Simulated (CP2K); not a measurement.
Band structure of Ba2RuN2 (I4/mmm, 5 atoms in the cell).

```
CELL_PARAMETERS angstrom
      7.24511     0.00000     0.00000
      4.81079     5.41737     0.00000
     -6.02795    -2.70868     2.96959
ATOMIC_POSITIONS crystal
  Ba 0.13901 0.13901 0.00000
  Ba 0.86099 0.86099 0.00000
  Ru 0.50000 0.50000 0.00000
  N  0.63796 0.63796 0.00000
  N  0.36204 0.36204 0.00000
```

Computed with LDA (Pade form), GPW, DZVP-MOLOPT-SR-GTH basis, GTH-PADE potentials (GTH_POTENTIALS) run with CP2K.

Settings: CUTOFF = 500 Ry; REL_CUTOFF = 60 Ry; SMEAR/METHOD = FERMI_DIRAC; ELECTRONIC_TEMPERATURE = 580.23 K; KPOINTS/SCHEME = MONKHORST-PACK 6 6 6; GAMMA_CENTERED = T; XC_FUNCTIONAL = PADE; Ba/BASIS_SET = DZVP-MOLOPT-SR-GTH-q10; Ba/POTENTIAL = GTH-PADE-q10; Ru/BASIS_SET = DZVP-MOLOPT-SR-GTH-q16; Ru/POTENTIAL = GTH-PADE-q16; N/BASIS_SET = DZVP-MOLOPT-SR-GTH-q5; N/POTENTIAL = GTH-PADE-q5; METHOD = GPW.

The starting cell comes from a database of computed structures (which also holds hypothetical and non-ambient phases and stackings), without a prior relaxation at this level. Spin polarisation is off. Values carry the incompleteness of an atom-centred basis.

Levels in eV from the Fermi level, bands 20 to 25:
```
point     20     21     22     23    24    25
-----  -----  -----  -----  -----  ----  ----
Γ      -1.85  -1.73  -1.73  -0.99  0.95  0.95
X      -1.76  -1.31  -0.46   0.01  0.08  0.21
Y      -1.79  -1.30  -0.53  -0.14  0.05  0.31
S      -2.12  -2.04  -1.20  -0.45  0.49  0.93
Z      -1.94  -1.88  -1.88  -0.98  1.42  1.42
S1     -2.12  -2.04  -1.20  -0.45  0.49  0.93
N      -2.15  -2.12  -1.22  -0.41  0.51  0.90
P      -2.01  -1.15  -0.46   0.00  0.00  0.09
Y1     -1.79  -1.30  -0.53  -0.14  0.05  0.31
```

No band crosses the Fermi level by more than 0.03 eV along this path.

Higher empty bands are left out: an atom-centred basis made for the valence describes them poorly.
